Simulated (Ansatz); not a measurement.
What isotropic strain −1.22 % does to Ag

Consider Ag in the fcc (Cu type) structure (space group Fm-3m, No. 225; a = 4.149 Å).

It is then changed as follows: the cell is scaled by 0.9878 in all directions, atoms relaxed at fixed cell.

The values are results of DFT with PBE, PAW potentials and a 420 eV plane-wave cutoff in Ansatz (a first-principles code), no spin-orbit coupling, not measurements. k-mesh 19×19×19 (Γ-centred); smearing 0.05 eV (Fermi–Dirac).

The space group is still Fm-3m (No. 225) and the shortest interatomic distance shrinks by 0.0676 bohr, from 5.543 bohr to 5.476 bohr. The energy grows by 7.2 meV/atom and the pressure goes from zero to 3.7 GPa. The band gap stays zero.

Cost of the whole job for the changed cell (relaxation, final SCF and bands): around 4 core-seconds (rough).

Whether these cells are dynamically stable was not tested.
